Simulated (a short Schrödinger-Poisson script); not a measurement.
**MOS inversion layer, SiO2 on p-type Si(100)**

System: MOS inversion layer, SiO2 on p-type Si(100), at 300 K.

```tsv
layer	material	thickness (nm)	Na (cm⁻³)
1	SiO2	1	-
2	Si	630	4.7e17
```

The device is made up for the run: typed textbook-type constants, with dimensions and the other settings drawn at random. SiO2: permittivity 3.9, conduction-band edge (eV) 3.15, gap (eV) 9, electron mass (mₑ) 0.5. Si: permittivity 11.7, conduction-band edge (eV) 0, gap (eV) 1.124, Nv at 300 K (cm⁻³) 3.1e19.

Channel valleys (confinement mass, in-plane density-of-states mass, number): Δ2 0.916, 0.19, 2; Δ4 0.19, 0.417, 4. At the gate the conduction-band edge of layer 1 lies 3.28 eV − eVg above the Fermi level of the channel; the field vanishes at the back. Gaps are held at their typed values at every temperature. Mesh 0.03 nm at interfaces.

Solved with a short Schrödinger-Poisson script written for these runs: 1D Poisson equation in equilibrium, electrons quantum, Hartree (BenDaniel-Duke, 12 states a valley, the channel's in-plane mass for all, wave functions ending at the dielectric), parabolic valleys, classical holes, full ionisation, no traps, pinning or gate leakage.

| Vg (V) | electrons (cm⁻²) | C (μF/cm²) | Δ2 E0 (meV) | Δ2 E1 (meV) | Δ4 E0 (meV) | Δ4 E1 (meV) |
|---|---|---|---|---|---|---|
| -0.05 | 6.85e6 | 0.219 | 357.3 | 416.0 | 411.4 | 507.3 |
| 0.05 | 2.16e8 | 0.208 | 267.0 | 328.4 | 323.6 | 424.1 |
| 0.15 | 6.93e9 | 0.231 | 176.5 | 240.4 | 235.4 | 340.3 |
| 0.25 | 1.59e11 | 0.783 | 94.2 | 161.0 | 155.9 | 264.8 |
| 0.35 | 9.04e11 | 1.67 | 46.5 | 118.1 | 113.1 | 225.4 |
| 0.45 | 2.06e12 | 2.03 | 21.5 | 98.7 | 94.1 | 209.1 |
| 0.55 | 3.37e12 | 2.20 | 4.5 | 87.4 | 83.1 | 200.5 |
| 0.65 | 4.78e12 | 2.30 | -8.9 | 79.6 | 75.4 | 194.9 |
| 0.75 | 6.23e12 | 2.37 | -20.4 | 73.4 | 69.5 | 190.9 |
| 0.85 | 7.73e12 | 2.42 | -30.8 | 68.3 | 64.6 | 187.8 |
| 0.95 | 9.25e12 | 2.46 | -40.5 | 63.9 | 60.4 | 185.3 |

Subbands count from the Fermi level.
